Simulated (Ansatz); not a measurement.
## PtGe: pressure series

The reference is PtGe (space group Pnma, No. 62; a = 5.7718 Å, b = 3.7130 Å, c = 6.1288 Å).

Cell and atoms are relaxed at each pressure.

Level of theory: r2SCAN (Ansatz, a program for electronic structure; PAW; 500 eV plane waves; scalar-relativistic without spin-orbit coupling).

Notes on the quantities. enthalpy: H = E + PV relative to the base's energy.

```tsv
case	enthalpy	shortest interatomic distance	density
base	–	248.0 pm	13.54 g/cm³
pressure 0.3 GPa	+0.03 eV/atom	247.9 pm	13.56 g/cm³
pressure 0.7 GPa	+0.07 eV/atom	247.8 pm	13.60 g/cm³
pressure 1.5 GPa	+0.15 eV/atom	247.7 pm	13.66 g/cm³
pressure 3 GPa	+0.30 eV/atom	247.5 pm	13.78 g/cm³
pressure 5 GPa	+0.50 eV/atom	?	?
pressure 7.5 GPa	+0.75 eV/atom	246.6 pm	14.12 g/cm³
pressure 10 GPa	+1.00 eV/atom	246.2 pm	14.29 g/cm³
```

Task: Fill in the withheld entries from the trend.

Result: 
- pressure 5 GPa, shortest interatomic distance: 247.1 pm
- pressure 5 GPa, density: 13.94 g/cm³

Load acts through the strain it causes; cell and atoms are relaxed under it. No phonon test of stability was made. No other phases were tried under pressure. The final runs are not spin-polarised.
